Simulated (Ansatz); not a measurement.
Given:

End structure of a constructed model of the (111) surface of fcc Ag, a layer of Ta in place of the third plane (bottom of the slab: a bare face, its two planes held):

```yaml
crystal:
  lattice:
    - [2.93338, 0.00000, 0.00000]
    - [-1.46669, 2.54038, 0.00000]
    - [0.00000, 0.00000, 28.50000]
  atoms:
    - { symbol: Ag, position: [0.33333, 0.66667, 0.28464] }
    - { symbol: Ag, position: [0.66667, 0.33333, 0.36868] }
    - { symbol: Ag, position: [0.00000, 0.00000, 0.45318] }
    - { symbol: Ta, position: [0.33333, 0.66667, 0.53890] }
    - { symbol: Ag, position: [0.66667, 0.33333, 0.62409] }
    - { symbol: Ag, position: [0.00000, 0.00000, 0.70767] }
```

Slab: 6 atoms, 12.3 Å thick at the start with caps and adatoms (thin: gaps and levels are the slab's own); k 15x15x1, smearing 0.1 eV, dipole-corrected; 2 atoms held, the rest relaxed; held to the start's symmetry, so lower structures may exist; no spin, no spin-orbit, no U. In PBE it is, or lies within 0.01 eV a 1x1 cell of, the lowest of the 2 structures of its composition computed so far; subsurface sites and larger cells were not tried.

Question: What is the computed work function of the top face (Ansatz (a quantum-chemistry and plane-wave program) with PBE)?

Answer: 4.21 eV
